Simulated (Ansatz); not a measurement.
Bond-angle distributions (per cent of the angles at each element, bins of 10°) of a relaxed model of amorphous Sn₁₂Sb₁₂Te₃₆ at 6.42 g/cm³. Level of theory: PBE-D3(BJ), scalar-relativistic without spin-orbit coupling, PAW (Ansatz default set, large-core Te) (plane waves to 420 eV; Ansatz, a first-principles code).

A CHGNet melt-quench gave the starting glass, which DFT then relaxed. The hot cell started wider than the set density and was brought back towards it in steps. It is the lowest in DFT energy of 3 quenches. It is a model cell: composition and starting density were chosen by hand, and all elements were melted together. The geometry includes D3(BJ) dispersion. Its density started from a set value of 6.33 and ended at 6.42 g/cm³. Cooling (nominally 79 K/ps over its main leg) ran many orders faster than in experiment, which tends to leave more defects and strain. A cell of this size samples the disorder only roughly. Volume and shape were free in the relaxation. On a 2×2×2 Γ-centred mesh force components of up to 0.35 eV/Å stay, since the relaxation ran on one k-point at (1/4, 1/4, 1/4).

Cut-offs for bonds: Sn-Sn 3.34 Å, Sn-Sb 3.34 Å, Sn-Te 3.28 Å, Sb-Sb 3.34 Å, Sb-Te 3.42 Å, Te-Te 3.31 Å.

```csv
angle (°),at Sn,at Sb,at Te
50-60,0,0,0
60-70,3,4,3
70-80,12,8,8
80-90,30,32,29
90-100,22,27,23
100-110,7,6,9
110-120,8,1,5
120-130,1,2,5
130-140,4,2,2
140-150,5,1,6
150-160,4,3,3
160-170,0,8,5
170-180,3,7,1
```

They go with these counts of neighbours within the cut-offs, cation contacts included: Sn mean 3.8, most often 3; Sb mean 5.3, most often 6; Te mean 3.5, most often 4.
